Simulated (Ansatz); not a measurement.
Base system: NiSi (space group Pnma, No. 62; a = 5.190 Å, b = 3.350 Å, c = 5.624 Å; non-magnetic). Axes: x, y, z lie along a, b, c of the conventional cell.

Level of theory: PBE in Ansatz (plane waves to 420 eV, PAW, no SOC), earlier PAW set.

Base values:

```
Property                         Value
-----------------------------  -------
Shortest interatomic distance  2.287 Å
```

Modification: uniaxial strain ε_xx = +1.03 %, all other strain components held at zero, atoms relaxed at fixed cell.

### Question
Estimate the effect on the energy relative to the base and shortest interatomic distance.

### Answer
The energy grows by 1.1 meV/atom; the shortest interatomic distance increases by 0.0072 Å, from 2.287 Å to 2.295 Å.

Without a gap, meshes like the base's 9×14×8 leave anisotropic stresses uncertain by several tenths of a GPa, and small strain energies with them. Stability against distortions was not tested. Starting moments died away, wholly or in part, for the base; another magnetic solution may exist. The final runs are not spin-polarised.

Ansatz is a program for electronic structure.
